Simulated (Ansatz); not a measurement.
YSi (model structure, started from the TiAs type, P6₃/mmc, No. 194, 8 atoms in the cell)

Calculation: PBEsol (plane waves, PAW; Ansatz, a first-principles code).

Settings: plane-wave cutoff 500 eV, 12×12×4 k mesh (along the axes of the cell as run), Fermi–Dirac smearing 0.05 eV, scalar-relativistic PAW data made under PBE.

Cell (relaxed at this level):

Space group P6₃/mmc (No. 194); a = b = 3.7540 Å, c = 15.5469 Å, α = β = 90.00°, γ = 120.00°

```json
[
 {"atom": "Y", "site": "4f", "symmetry": "3m.", "x": "0.3333", "y": "0.6667", "z": "0.1206"},
 {"atom": "Si", "site": "2a", "symmetry": "-3m.", "x": "0.0000", "y": "0.0000", "z": "0.0000"},
 {"atom": "Si", "site": "2d", "symmetry": "-6m2", "x": "0.6667", "y": "0.3333", "z": "0.2500"}
]
```

```json
{
 "band_gap": "none"
}
```

Note: the relaxation could raise the start's symmetry but not lower it, so the cell can be a saddle point.

Spin–orbit coupling is not included.

The computed numbers hold no vibrational or temperature effects.

Computing time: very roughly 5 core-minutes.

A model structure was made by putting elements into a prototype or built by hand; it is no filed structure, need not be a known phase, and can be a saddle point held by its symmetry.
